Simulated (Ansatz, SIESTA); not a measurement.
## One structure in several programs: Fe5Co3 (P1, 8 atoms in the cell)

Self-consistent single point, at a second geometry (atoms moved at random). First geometry:

```
Fe5Co3
1.0
   -2.77091     2.77091     2.77091
    2.77091    -2.77091     2.77091
    2.77091     2.77091    -2.77091
Fe Co
5 3
Direct
  0.00000   0.00000   0.00000
  0.00000   0.00000   0.50000
  0.00000   0.50000   0.00000
  0.50000   0.50000   0.50000
  0.50000   0.00000   0.00000
  0.00000   0.50000   0.50000
  0.50000   0.00000   0.50000
  0.50000   0.50000   0.00000
```
Moments meant for the start (each program seeds them in its own way; μB, in the order of the atoms Fe Fe Fe Fe Fe Co Co Co): 4.0 4.0 4.0 4.0 4.0 3.0 3.0 3.0.

Second geometry:
```xyz
8
Lattice="-2.7709 2.7709 2.7709 2.7709 -2.7709 2.7709 2.7709 2.7709 -2.7709" Properties=species:S:1:pos:R:3 pbc="T T T"
Fe    -0.0359    -0.0383    -0.0070
Fe     1.3733     1.3487    -1.3337
Fe     1.3776    -1.3915     1.4106
Fe     1.4091     1.3954     1.4041
Fe    -1.3396     1.3429     1.3928
Co     2.7392     0.0416    -0.0507
Co     0.0576     2.8346    -0.0159
Co    -0.0396     0.0084     2.7417
```
Moments meant for the start (each program seeds them in its own way; μB, in the order of the atoms Fe Fe Fe Fe Fe Co Co Co): 4.0 4.0 4.0 4.0 4.0 3.0 3.0 3.0.

Shared settings, as Ansatz (a program for electronic structure) writes them: kpoints.mp_grid.grid = 4 4 4; scf.occupations.method = fermi_dirac; scf.occupations.width = 0.1 eV. Potentials and cutoffs stand in the table.

| code | model | ΔF from the first geometry (meV/atom) | pressure (GPa) | largest force (eV/Å) | size of the net moment (μB/atom) | cutoff |
|---|---|---|---|---|---|---|
| SIESTA | GGA PBEsol, numerical atomic orbitals DZP, PseudoDojo PBEsol standard norm-conserving potentials (rewritten from UPF to PSML) | 26.6 | 3.86 | 1.283 | 2.28 | grid 300 Ry |
| Ansatz | PBEsol, PAW files made with PBE | 25.5 | 9.25 | 1.233 | 2.24 | default |

Size of the force on each atom (eV/Å): Sizes of forces hide their directions.

```csv
code,Fe1,Fe2,Fe3,Fe4,Fe5,Co6,Co7,Co8
SIESTA,0.654,1.043,0.672,0.627,1.093,1.185,1.283,1.070
Ansatz,0.621,1.011,0.662,0.594,1.065,1.145,1.233,1.019
```

On Ansatz's run: the magnetic order is the one reached from the typed start; others were not searched systematically.

The spread over the programs that give each value: ΔF from the first geometry within 1.1 meV/atom; pressure within 5.39 GPa; largest force within 0.050 eV/Å; size of the net moment within 0.04 μB/atom.

SIESTA uses small atom-centred bases, whose incompleteness enters pressures, forces and empty levels differently from a plane-wave cutoff. Ansatz's pressure is given at a fixed set of plane waves, as the other plane-wave codes print theirs; with its correction for the finite basis it is 9.47 GPa (the shift of 0.22 GPa shows how far the cutoff is from converged).

The starting cell comes from a database of computed structures (which also holds hypothetical and non-ambient phases and stackings), without a prior relaxation at this level. For this run, on top of that: atoms moved at random.

Keys are those of Ansatz 0.2.
